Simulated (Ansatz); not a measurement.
Consider SiO₂ in the rutile structure (space group P4_2/mnm, No. 136; a = 4.236 Å, c = 2.690 Å).

(Cell as relaxed with PBE.)

Levels (all Ansatz, a first-principles code, PAW): PBE (420 eV, without spin-orbit coupling); r2SCAN (500 eV, no spin-orbit coupling).

Each level relaxes its own structure.

```tsv
base	PBE	r2SCAN
volume per atom	8.05 Å³	7.79 Å³
lattice parameter a	4.236 Å	4.185 Å
band gap	5.04 eV	6.51 eV
```

Now apply this change: a hydrostatic pressure of 30 GPa.

```tsv
quantity	PBE	r2SCAN
volume per atom	7.35 Å³	7.18 Å³
c/a ratio	0.646	0.646
```

PBE's volume per atom lies 0.162 Å³ above r2SCAN's (2.3 %); the two agree on the c/a ratio. Neither level is exact; r2SCAN is the comparison here, not a measurement.

Load acts through the strain it causes; cell and atoms are relaxed under it. Stability against distortions was not tested. Competing high-pressure phases were not computed.
